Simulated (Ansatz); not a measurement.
**A series of runs on Sc₃Pd (Pm-3m, 4 atoms in the cell)**

```yaml
crystal:
  lattice:
    - [4.34823, 0.00000, 0.00000]
    - [0.00000, 4.34823, 0.00000]
    - [0.00000, 0.00000, 4.34823]
  atoms:
    - { symbol: Sc, position: [0.00000, 0.50000, 0.50000] }
    - { symbol: Sc, position: [0.50000, 0.50000, 0.00000] }
    - { symbol: Sc, position: [0.50000, 0.00000, 0.50000] }
    - { symbol: Pd, position: [0.00000, 0.00000, 0.00000] }
```

Base run A: Ansatz (a program for electronic structure) with LDA (PW92), default PAW files made with PBE, self-consistent single point.

Its settings: kpoints.mp_grid.grid = 10 10 10; hamiltonian.xc = lda; hamiltonian.pseudopotentials = {kind: paw} (the program's default PAW files); scf.occupations.method = fermi_dirac; scf.occupations.width = 0.05 eV.

The starting cell was generated: these elements placed on a structure prototype, without a prior relaxation; it need not be a known phase or ordering of this composition. Its lattice was rescaled by a random factor within 2.5 % of one. Spin polarisation is off. In the base run, with a pressure of about -6 GPa the cell is away from its equilibrium volume at this level. Ansatz's pressure includes its estimate of the finite-basis (Pulay) stress.

ΔF is the free energy per atom less that of run A. 

Run A gave: pressure (GPa) -6.04; TS (meV/atom) 17.3; k-points 56.

Runs:
- B: kpoints.mp_grid.grid, scf.occupations.width = 7 7 7, 0.03 eV
- C: kpoints.mp_grid.grid, scf.occupations.width = 7 7 7, 0.1 eV
- D: kpoints.mp_grid.grid, scf.occupations.width = 7 7 7, 0.3 eV
- E: kpoints.mp_grid.grid, scf.occupations.width = 9 9 9, 0.03 eV
- F: kpoints.mp_grid.grid, scf.occupations.width = 9 9 9, 0.1 eV
- G: kpoints.mp_grid.grid, scf.occupations.width = 9 9 9, 0.3 eV
- H: kpoints.mp_grid.grid, scf.occupations.width = 10 10 10, 0.03 eV
- I: kpoints.mp_grid.grid, scf.occupations.width = 10 10 10, 0.1 eV
- J: kpoints.mp_grid.grid, scf.occupations.width = 10 10 10, 0.3 eV
- K: kpoints.mp_grid.grid, scf.occupations.width = 12 12 12, 0.03 eV
- L: kpoints.mp_grid.grid, scf.occupations.width = 12 12 12, 0.1 eV
- M: kpoints.mp_grid.grid, scf.occupations.width = 12 12 12, 0.3 eV

Task: What does run D change against A?

Result: The free energy goes down by 218 meV/atom and the pressure goes from -6.04 to -4.81 GPa.

Task: What does run E change against A?

Result: The free energy rises by 4.8 meV/atom and the pressure moves little (-6.04 to -5.99 GPa).

| run | ΔF (meV/atom) | pressure (GPa) | TS (meV/atom) | k-points |
|---|---|---|---|---|
| A | 0.00 | -6.04 | 17.3 | 56 |
| B | 2.5 | -6.19 | 6.9 | 20 |
| C | -25.8 | -5.91 | 56.3 | 20 |
| D | -217.9 | -4.81 | 396.5 | 20 |
| E | 4.8 | -5.99 | 6.1 | 35 |
| F | -23.6 | -5.80 | 57.8 | 35 |
| G | -217.6 | -4.80 | 397.5 | 35 |
| H | 5.7 | -6.12 | 6.8 | 56 |
| I | -23.5 | -5.84 | 58.4 | 56 |
| J | -217.7 | -4.80 | 397.3 | 56 |
| K | 3.8 | -6.18 | 5.9 | 84 |
| L | -24.1 | -5.85 | 57.2 | 84 |
| M | -217.7 | -4.80 | 397.3 | 84 |

Keys are those of Ansatz 0.2.
